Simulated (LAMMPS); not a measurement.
MD of CdSe (zinc blende) at zero pressure, 4096 atoms, as a crystal; each row is its own run.

Level of theory: classical MD, pair style sw, file CdTeZnSeHgS0.sw; code LAMMPS.

```csv
T (K),enthalpy (eV/atom)
200,-2.4710
300,-2.4448
680,-2.3437
1120,-2.2228
1350,-2.1587
1580,-2.0928
1800,-2.0275
```

Q: Fit a straight line, y = a + b x, to these rows (x is the first column, y the second) and predict the run at x = 900.

A: Least squares gives a = -2.5289 and b = 0.0002761. At x = 900 the fit predicts -2.2804 eV/atom. The run itself gave -2.2840 ± 0.0001 eV/atom, so the fit is 3.6 meV/atom high.

Caution: in nature this polymorph isn't the stable one over the whole range of temperature at this pressure, and short runs keep a crystal in its starting form.
